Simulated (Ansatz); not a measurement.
Effort and miss along a sweep of basis.ecutwfc: Sb2Pt (Pa-3, 12 atoms in the cell)

Cell: a = 6.5648 Å, b = 6.5648 Å, c = 6.5648 Å, α = 90.00°, β = 90.00°, γ = 90.00°.

Level of theory: PBE, PAW files (plane waves; Ansatz, a quantum-chemistry and plane-wave program).

Base settings: basis.ecutwfc = 420 eV; kpoints.mp_grid.grid = 5 5 5; hamiltonian.xc = pbe; hamiltonian.pseudopotentials = {kind: paw} (the program's default PAW files); scf.occupations.method = cold; scf.occupations.width = 0.136 eV.

Misses are taken against the tightest run, 840 eV, which need not be fully converged itself. The energy is the free energy per atom.

The count of work is k-points × plane waves × bands × iterations; it is no time, and leaves out set-up, grids and terms that scale otherwise. 

Ansatz's pressure holds its estimate of the finite-basis (Pulay) stress, which hides part of the cutoff error; the uncorrected pressure shows it.

The starting cell comes from a database of computed structures (which also holds hypothetical and non-ambient phases and stackings), without a prior relaxation at this level. Its lattice was rescaled by a random factor within 2.5 % of one. Spin polarisation is off. Ansatz's pressure includes its estimate of the finite-basis (Pulay) stress.

The runs (basis.ecutwfc): 170 eV | 210 eV | 250 eV | 295 eV | 335 eV | 380 eV | 420 eV | 485 eV | 545 eV | 630 eV | 735 eV | 840 eV.

Problem. Which is the coarsest setting among those run that, with all tighter ones, holds the energy within 20 meV/atom of the reference, and what does it save?

Solution. 335 eV, off by 9.3 meV/atom; it needs 0.25 of the reference's count of work.

Problem. Which is the coarsest setting among those run that, with all tighter ones, holds the energy within 5 meV/atom of the reference, and what does it save?

Solution. 380 eV, off by 2.2 meV/atom; it needs 0.30 of the reference's count of work.

Problem. What does the step from 250 eV to 630 eV buy?

Solution. It takes the miss in the energy from 770 to 0.08 meV/atom, for 4.0 times the count of work.

```
basis.ecutwfc  energy less reference (meV/atom)  pressure less reference (GPa)  largest difference in the force on any atom (eV/Å)  uncorrected pressure less reference (GPa)  count of work / reference
-------------  --------------------------------  -----------------------------  --------------------------------------------------  -----------------------------------------  -------------------------
170 eV                                 17808.52                          -4.27                                               0.700                                    -510.79                      0.088
210 eV                                  4011.86                          -3.22                                               0.165                                    -149.53                       0.12
250 eV                                   766.32                           1.34                                               0.013                                     -37.37                       0.16
295 eV                                    84.35                           0.25                                               0.016                                      -5.75                       0.21
335 eV                                     9.32                           0.04                                               0.000                                      -0.71                       0.25
380 eV                                     2.17                           0.02                                               0.000                                      -0.02                       0.30
420 eV                                     1.46                           0.01                                               0.000                                      -0.02                       0.35
485 eV                                     0.49                           0.01                                               0.000                                      -0.01                       0.44
545 eV                                     0.21                           0.00                                               0.000                                       0.00                       0.53
630 eV                                     0.08                           0.00                                               0.000                                       0.00                       0.65
735 eV                                     0.03                           0.00                                               0.000                                       0.00                       0.83
840 eV                                     0.00                           0.00                                               0.000                                       0.00                        1.0
```

Keys are those of Ansatz 0.2.
